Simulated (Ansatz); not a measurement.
Start from TeO2 in the fluorite structure (space group Fm-3m, No. 225; a = 5.323 Å; a hypothetical phase, not in the database extracts checked).

Now apply this change: every Te is replaced by Rh, then cell and atoms are relaxed.

Levels (all Ansatz, a quantum-chemistry and plane-wave program, PAW, earlier PAW set): PBEsol (420 eV, spin-orbit coupling left out); PBEsol+SOC (420 eV, noncollinear with spin-orbit coupling).

The geometry is relaxed with PBEsol.

| Property | Value |
|---|---|
| PBEsol pressure | 0.0 GPa |

With PBEsol+SOC at the same geometry, the pressure goes from zero to 0.2 GPa.

Single points use the geometry relaxed with PBEsol. The spin-orbit shifts are approximate. Whether these cells are dynamically stable was not tested. As relaxed here, RhO2 is a hypothetical phase, not in the database extracts checked. No Hubbard U is applied, and correlation can decide whether such a compound is a metal. The runs without spin-orbit coupling are not spin-polarised. An odd electron count without spin: RhO2.
